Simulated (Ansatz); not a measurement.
Where the default PAW files enter, the runs use the earlier of Ansatz's two default sets.

Input:

```
HfO2
1.0
    3.55827     0.00000     0.00000
    0.00000     5.03216     0.00000
    1.77914     2.51608     1.77914
Hf O
1 2
Direct
  0.00000   0.00000   0.00000
  0.50000   0.75000   0.00000
  0.50000   0.25000   0.00000
```

Space group of this cell: Fm-3m, fluorite. The cell is taken as given; by r2SCAN its mean pressure is 4.5 GPa.

Transport runs along the normal of the first two printed cell vectors, the (110) plane of the conventional cell.

The gap is the functional's own, uncorrected, and κ follows it; spin-orbit coupling is left out. Mid-gap values are interpolated between the computed energies.

Question: Estimate the band gap and the smallest decay constant κ at mid-gap that r2SCAN in Ansatz (an electronic-structure program) returns for this system.

Answer: Gap 4.34 eV on a 16×16×16 mesh; κ = 0.379 1/Å, at the zone centre.
